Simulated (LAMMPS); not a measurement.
System: Ni (fcc), 4000 atoms, at 200 K and 0 GPa, heated as the crystal.

All values are model results, not measurements: classical MD, pair style eam, the elements' _u3.eam files (universal-3 set of Foiles, Baskes and Daw) (LAMMPS).

- state found: crystal; no diffusion seen in 30 ps
- density: 8.8599 ± 0.0001 g/cm³
- volume per atom: 11.0005 ± 0.0001 Å³
- enthalpy per atom: -4.3979 ± 0.0001 eV
- first peak of g(r): 2.49 Å, height 11.3
- coordination number: 12.0 (counted to 3.02 Å)
- mean frequency of the velocity spectrum: 6.5 THz
- cost: roughly 8 core-minutes

Potential: the _u3.eam files of the LAMMPS distribution; the Cu file's header cites Foiles et al, Phys Rev B, 33, 7983 (1986).

States go by the mean squared displacement: a species diffuses where it passes 1.5 Å², still rises and gives D over 1e-6 cm²/s; a crystal has left its structure where atoms lie 0.35 Å off their sites on average or a cubic box changes its shape by 3 %.

Errors shown are sampling errors alone.

```tsv
r (Å)	g(r)
2.220	0.000
2.260	0.001
2.300	0.019
2.340	0.251
2.380	1.58
2.420	5.27
2.460	9.95
2.500	11.3
2.540	8.18
2.580	3.93
2.620	1.32
2.660	0.294
2.700	0.053
2.740	0.007
2.780	0.001
2.820	0.000
2.860	0.000
2.900	0.000
2.940	0.000
2.980	0.000
3.020	0.000
3.060	0.000
3.100	0.000
3.140	0.000
3.180	0.000
3.220	0.000
3.260	0.002
3.300	0.015
3.340	0.076
3.380	0.279
3.420	0.744
3.460	1.48
3.500	2.14
3.540	2.31
3.580	1.83
3.620	1.04
3.660	0.444
3.700	0.141
3.740	0.032
3.780	0.005
3.820	0.001
3.860	0.000
3.900	0.000
3.940	0.000
3.980	0.000
4.020	0.000
4.060	0.003
4.100	0.031
4.140	0.179
4.180	0.738
4.220	2.11
4.260	4.32
4.300	6.23
4.340	6.34
4.380	4.59
4.420	2.38
4.460	0.884
4.500	0.237
4.540	0.047
4.580	0.007
4.620	0.001
4.660	0.000
4.700	0.000
4.740	0.002
4.780	0.016
4.820	0.099
4.860	0.377
4.900	1.01
4.940	1.88
4.980	2.43
5.020	2.23
5.060	1.47
5.100	0.704
5.140	0.245
5.180	0.061
5.220	0.013
5.260	0.001
5.300	0.002
5.340	0.017
5.380	0.087
5.420	0.331
5.460	0.936
5.500	1.99
5.540	3.14
5.580	3.67
5.620	3.17
5.660	2.05
5.700	0.989
5.740	0.350
5.780	0.096
5.820	0.018
5.860	0.005
5.900	0.009
5.940	0.050
5.980	0.170
6.020	0.435
6.060	0.792
6.100	1.05
6.140	0.985
6.180	0.687
6.220	0.338
6.260	0.125
```
